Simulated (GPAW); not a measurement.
Troubleshooting GPAW: a failed run on CoAl (Pm-3m, 2 atoms in the cell). The aim is a self-consistent single point with DFT PBEsol, LCAO dzp, GPAW PAW datasets PBEsol (made by gpaw-setup).

Cell that was meant: a = 2.9018 Å, b = 2.9018 Å, c = 2.9018 Å, α = 90.00°, β = 90.00°, γ = 90.00°.

Part of the input:

```python
            occupations={'name': 'methfessel-paxton', 'width': 0.05, 'order': 1},
            convergence={'forces': 0.001},
            symmetry={'symmorphic': False, 'tolerance': 0.0005},
            maxiter=8)

atoms.calc = calc
```

The program printed (abridged):

```
     iter     time        total  log10-change:
                         energy   eigst   dens  force
iter:   1 --:--:--   -13.977019        c
iter:   2 --:--:--   -13.871143        c -1.29
iter:   3 --:--:--   -13.795496        c -1.33
iter:   4 --:--:--   -13.766567        c -1.37
iter:   5 --:--:--   -13.767116        c -2.17
iter:   6 --:--:--   -13.763939c       c -2.11
iter:   7 --:--:--   -13.763916c       c -3.11
iter:   8 --:--:--   -13.763899c       c -3.33

Did not converge!

Here are some tips:

1) Make sure the geometry and spin-state is physically sound.
2) Use less aggressive density mixing.
3) Solve the eigenvalue problem more accurately at each scf-step.
4) Use a smoother distribution function for the occupation numbers.
5) Try adding more empty states.
6) Use enough k-points.
7) Don't let your structure optimization algorithm take too large steps.
8) Solve the Poisson equation more accurately.
9) Better initial guess for the wave functions.

See details here:

    https://gpaw.readthedocs.io/documentation/convergence.html
Traceback (most recent call last):
   [... frames left out ...]
gpaw.KohnShamConvergenceError: Did not converge!  See text output for help.
```

Task: What caused this, and what should be changed?

Result: The fault is an iteration limit that is too low. The loop is cut before its threshold is met, so whatever is printed at the end is not self-consistent. To fix it, raise the limit, or leave it to the default. The run ended unconverged after 8 iterations.

An input that runs soundly differs in these lines (not the only fix; some lines may just follow from the change or write a value another way):
```diff
-            maxiter=8)
+            maxiter=100)
```

With that input, the run converged in 10 iterations: free energy E − TS (from the program's reference atoms) -13.7640 eV; Fermi level (on the code's own zero) 9.45 eV (DFT PBEsol, LCAO dzp, GPAW PAW datasets PBEsol (made by gpaw-setup)).

On the sound input: the starting cell has typed, rounded lattice constants, without a prior relaxation at this level. Its lattice was rescaled by a random factor within 2.5 % of one. Spin polarisation is off. Values carry the incompleteness of an atom-centred basis.
